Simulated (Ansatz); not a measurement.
An Ansatz (an electronic-structure program) run: Ge with a change (x(Zn) = 0.375, 8 atoms, P-4m2); Ansatz PBEsol, no spin-orbit coupling.

Input:

Ansatz 0.2 input:
```yaml
crystal:
  lattice:
    - [3.3311094419, 0, 0]
    - [0, 3.3311094419, 0]
    - [0, 0, 14.5197663459]
  atoms:
    - { symbol: Zn, position: [0.5, 0, 0.3751491592] }
    - { symbol: Ge, position: [0, 0.5, 0.1244210983] }
    - { symbol: Ge, position: [0.5, 0, 0.8755789017] }
    - { symbol: Zn, position: [0, 0.5, 0.6248508408] }
    - { symbol: Ge, position: [0, 0, 0.2490977468] }
    - { symbol: Zn, position: [0.5, 0.5, 0] }
    - { symbol: Ge, position: [0, 0, 0.7509022532] }
    - { symbol: Ge, position: [0.5, 0.5, 0.5] }
basis: { ecutwfc: 420, ecutrho_ratio: 4, xc_grid: 2, fft_grid_basis: typed }
kpoints: { mp_grid: { grid: [14, 14, 4] } }
hamiltonian:
  xc: pbesol
  dispersion: none
  pseudopotentials: { kind: paw }
scf: { occupations: { method: fermi_dirac, width: 0.05 }, convergence: { dr2_threshold: 0.0000000008 } }
output: { forces: true, stress: true }
checkpoint: { write: state.ck, write_every: 1000 }
```

Output (explanatory and most iteration lines left out):

```
Pseudopotential: Zn, paw, valence charge 12
Pseudopotential: Ge, paw, valence charge 14
Crystal: 8 atoms, lattice volume = 161.116 Å³
Basis set: ecut = 420 eV, 3161 PW (Γ), exchange–correlation on 48×48×200 points (8 copies of the dense FFT grid, shifted against one another)
Bands: 61, of which v1, the nominal top of the filled ones, is band 53 counted from 1 (52 counted from 0)
Symmetry: 8 space group operations
Space group: P-4m2 (ITA 115), of the structure as read, at distance tolerance 5.4e-5 Å
k-points: 108 of 784 (time reversal used)
Functional: x = pbesol(κ = 0.804, μ = 0.12345679012345678), c = pbesol(β = 0.046)
SCF iter   1: F=—  HF=-31108.208892 eV  |F-HF|=—  |Δ(HF+E_count)|=         —  Δρ=3.89e-3  dr2=3.82e-2  ethr=1.77e-3  ⟨swp⟩=6.2  Hψ=24883  notcnv=0
SCF iter   2: F=—  HF=-31108.200318 eV  |F-HF|=—  |Δ(HF+E_count)|=   8.57e-3  Δρ=1.98e-3  dr2=1.70e-2  ethr=3.61e-5  ⟨swp⟩=2.0  Hψ=10280  notcnv=0  defer=28
SCF 1 converged in 14 iterations: F = -31108.196746 eV  dr2 = 5.83e-10
SCF converged after 14 iterations
Free energy (F): -31108.196746 eV
Internal energy: -31108.182184 eV  (E = F + TS)
E sigma→0 (E₀):  -31108.189465 eV
Entropy (-TS):   -0.014561 eV (-1.820 meV/atom)
Fermi energy:    8.717616 eV
--- Forces (eV/Å), atoms counted from 1 ---
  atom   1  Zn     0.00000000     0.00000000    -0.00714492
  atom   2  Ge     0.00000000     0.00000000     0.00582822
  atom   3  Ge     0.00000000     0.00000000    -0.00582822
  atom   4  Zn     0.00000000     0.00000000     0.00714492
  atom   5  Ge     0.00000000     0.00000000     0.00027119
  atom   6  Zn    -0.00000000     0.00000000     0.00000000
  atom   7  Ge     0.00000000     0.00000000    -0.00027119
  atom   8  Ge     0.00000000     0.00000000     0.00000000
--- Stress (GPa, compression-positive) ---
       -0.012747       0.000000       0.000000
        0.000000      -0.012747       0.000000
        0.000000       0.000000       0.015128
  P = ⅓ Tr σ = -0.0035 GPa (-0.035 kbar)
```

Each cell is one ordered arrangement of few atoms, which overstates ordering effects compared with a random alloy. Whether these cells are dynamically stable was not tested. The final runs are not spin-polarised. The cell was made from Ge by this change: x(Zn) = 0.375, 8 atoms, P-4m2. Under x(Zn) = 0.375, 8 atoms, P-4m2 the cell changed shape so far that it is another structure.
